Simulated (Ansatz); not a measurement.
Take TiO$_{2}$ in the anatase structure (space group I4_1/amd, No. 141) as the base.

```yaml
crystal:
  lattice:
    - [-1.86967, 1.86967, 4.72754]
    - [1.86967, -1.86967, 4.72754]
    - [1.86967, 1.86967, -4.72754]
  atoms:
    - { symbol: Ti, position: [0.75000, 0.25000, 0.50000] }
    - { symbol: Ti, position: [0.00000, 0.00000, 0.00000] }
    - { symbol: O, position: [0.54202, 0.04202, 0.50000] }
    - { symbol: O, position: [0.79202, 0.79202, 0.00000] }
    - { symbol: O, position: [0.20798, 0.20798, 0.00000] }
    - { symbol: O, position: [0.95798, 0.45798, 0.50000] }
```

Cartesian axes are those of the cell as printed.

Level of theory: DFT with LDA, PAW potentials and a 420 eV plane-wave cutoff in Ansatz (a first-principles code), no spin-orbit coupling.

Strains are applied to the cell and any free atomic positions relax.

One change was made to it. Results:

The band gap drops by 0.06 eV (2.08 eV → 2.02 eV); the shortest interatomic distance shrinks by 0.59 pm, from 191.1 pm to 190.6 pm.

### Question
Which change produced these results?
A. uniaxial strain ε_zz = −0.60 %
B. uniaxial strain ε_zz = −1.80 %
C. uniaxial strain ε_zz = −3.00 %

### Answer
B, uniaxial strain ε_zz = −1.80 %. For comparison, the band gap in the other runs: uniaxial strain ε_zz = −3.00 % gives 1.98 eV; uniaxial strain ε_zz = −0.60 % gives 2.06 eV.

Whether these cells are dynamically stable was not tested. All final runs are without spin polarisation.
